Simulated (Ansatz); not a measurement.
# Short convergence ladders for LaAl3Cu (I4mm, 5 atoms in the cell)

```
CELL_PARAMETERS angstrom
     -2.12922     2.12922     5.30752
      2.12922    -2.12922     5.30752
      2.12922     2.12922    -5.30752
ATOMIC_POSITIONS crystal
  La 0.00190 0.00190 0.00000
  Al 0.40289 0.40289 0.00000
  Al 0.24655 0.74655 0.50000
  Al 0.74655 0.24655 0.50000
  Cu 0.63082 0.63082 0.00000
```

Base method: PBEsol, default PAW files made with PBE (plane waves; Ansatz, a quantum-chemistry and plane-wave program).

Base settings: basis.ecutwfc = 30.9 Ry; kpoints.mp_grid.grid = 8 8 8; hamiltonian.xc = pbesol; hamiltonian.pseudopotentials = {kind: paw} (the program's default PAW files); scf.occupations.method = gaussian; scf.occupations.width = 0.0073 Ry.

The count of work is k-points × plane waves × bands × iterations; it is no time. Core times come from one kind of shared machine, to one figure; runs under 30 s give none.

**The cutoff for other potential files**

Level: DFT, PBEsol, plane waves, harder PAW files (source: ansatz) made with PBE.

In this ladder: hamiltonian.pseudopotentials = {kind: paw, source: ansatz}.

The second cell is the first with its lattice scaled by 0.98.

The mesh stays at the base's, so the ladder's end is converged at best in this setting alone.

The first pressure column holds Ansatz's estimate of the finite-basis (Pulay) stress, which hides part of the cutoff error; the other is without it.

Only quantities that move along the ladder and can be compared are tabulated.

| basis.ecutwfc | free energy less the last step's (meV/atom) | energy of the compressed cell less the first (meV/atom) | pressure (GPa) | pressure without the Pulay estimate (GPa) | largest difference of a force vector from the last step's (eV/Å) | count of work / last | core time / last (rough) |
|---|---|---|---|---|---|---|---|
| 29.8 Ry | 2791.74 | 8.24 | -0.92 | -131.45 | 0.041 | 0.095 | – |
| 36.4 Ry | 404.32 | 18.35 | -0.24 | -25.18 | 0.028 | 0.13 | – |
| 46.3 Ry | 14.50 | 17.88 | -0.29 | -1.69 | 0.002 | 0.19 | 0.3 |
| 56.2 Ry | 0.69 | 17.97 | -0.28 | -0.29 | 0.000 | 0.28 | 0.2 |
| 66.1 Ry | 0.52 | 17.97 | -0.28 | -0.29 | 0.000 | 0.35 | 0.3 |
| 79.4 Ry | 0.25 | 17.96 | -0.28 | -0.28 | 0.000 | 0.47 | 0.6 |
| 99.2 Ry | 0.08 | 17.95 | -0.28 | -0.28 | 0.000 | 0.65 | 0.5 |
| 132.3 Ry | 0.00 | 17.95 | -0.28 | -0.28 | 0.000 | 1.0 | 1 |

Coarsest basis.ecutwfc that holds the free energy within 2 meV/atom of the last step, with all finer ones: 56.2 Ry, at 0.28 of the last step's count of work and about 0.2 of the last step's time; the step before is off by 14 meV/atom.

Coarsest basis.ecutwfc that holds the pressure within 0.05 GPa of the last step, with all finer ones: 36.4 Ry, at 0.13 of the last step's count of work; the step before is off by 0.64 GPa.

Coarsest basis.ecutwfc that holds the pressure without the Pulay estimate within 0.1 GPa of the last step, with all finer ones: 56.2 Ry, at 0.28 of the last step's count of work and about 0.2 of the last step's time; the step before is off by 1.4 GPa.

The energy difference between the two cells stays within 1 meV/atom of the last step's from 36.4 Ry on, the total only from 56.2 Ry on: much of the error is common to both cells and cancels.

At the lowest cutoff the pressure without the Pulay estimate lies 131 GPa under the last step's, the usual sign of Pulay stress in an incomplete plane-wave basis.

**The density cutoff**

The mesh stays at the base's, so the ladder's end is converged at best in this setting alone.

Only quantities that move along the ladder and can be compared are tabulated.

| basis.ecutrho_ratio | free energy less the last step's (meV/atom) | pressure (GPa) |
|---|---|---|
| 2 | -3.08 | -0.11 |
| 3 | -0.07 | -0.26 |
| 4 | 0.00 | -0.27 |
| 5 | 0.00 | -0.27 |
| 6 | 0.00 | -0.27 |
| 8 | 0.00 | -0.27 |
| 10 | 0.00 | -0.27 |
| 12 | 0.00 | -0.27 |
| 16 | 0.00 | -0.27 |

Coarsest basis.ecutrho_ratio that holds the pressure within 0.1 GPa of the last step, with all finer ones: 3; the step before is off by 0.16 GPa.

Coarsest basis.ecutrho_ratio that holds the free energy within 0.5 meV/atom of the last step, with all finer ones: 3; the step before is off by 3.1 meV/atom.

**The relaxed cell against the cutoff**

On LaAl3Cu (I4mm, 5 atoms in the cell): atoms on their sites.

In this ladder: relax = cell and atoms.

The mesh stays at the base's, so the ladder's end is converged at best in this setting alone.

Only quantities that move along the ladder and can be compared are tabulated.

```tsv
basis.ecutwfc	relaxed volume (Å³/atom)	relaxation steps	core time / last (rough)
15.4 Ry	19.535	28	0.8
18.4 Ry	19.325	23	0.8
21.7 Ry	19.271	9	0.6
26.1 Ry	19.196	6	0.6
30.9 Ry	19.187	6	0.7
37.1 Ry	19.187	6	0.9
46.3 Ry	19.186	6	0.8
61.7 Ry	19.186	6	1
```

Coarsest basis.ecutwfc that holds the relaxed volume within 0.096 Å³/atom of the last step, with all finer ones: 21.7 Ry; the step before is off by 0.14 Å³/atom.

At the lowest cutoff the cell relaxes to a volume 1.8 % larger than at the highest. Ansatz relaxes on a stress corrected for the finite basis.

On the base run: the starting cell comes from a database of computed structures (which also holds hypothetical and non-ambient phases and stackings), without a prior relaxation at this level. Its lattice was rescaled by up to half a per cent. One atom was moved a little off its site on purpose. Spin polarisation is off.

Keys are those of Ansatz 0.2.
